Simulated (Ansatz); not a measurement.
The starting structures come from a database of crystals and need not be the phases stable at ambient conditions.

 Where the default PAW files enter, the runs use the earlier of Ansatz's two default sets.

By PBEsol, the system below comes out a metal.

The ballistic (Sharvin) conductance counts the channels at the Fermi level: G/A = (e²/h) × channels of both spins per area.

Given:

```yaml
crystal:
  lattice:
    - [4.98786, 0.00000, 0.00000]
    - [-2.45716, 4.34064, 0.00000]
    - [1.26535, 2.17032, 4.24822]
  atoms:
    - { symbol: Ti, position: [0.25000, 0.75000, 0.50000] }
    - { symbol: Ti, position: [0.50000, 0.50000, 0.00000] }
    - { symbol: Ge, position: [0.91737, 0.08263, 0.50000] }
    - { symbol: Ge, position: [0.58263, 0.41737, 0.50000] }
    - { symbol: Ge, position: [0.83263, 0.16737, 0.00000] }
    - { symbol: Ge, position: [0.16737, 0.83263, 0.00000] }
```

Space group of this cell: Fddd. The cell is strained (lengths along the current scaled by 0.97, ions clamped); by PBEsol its mean pressure is 2.5 GPa.

The current flows along the normal of the first two printed cell vectors. No spin-orbit coupling; the value is a mean over 0.1 eV about the Fermi level.

Task: Give the ballistic conductance per area that Ansatz (a first-principles code) with PBEsol yields.

Result: 0.47 × 10¹⁵ S/m² for both spins.
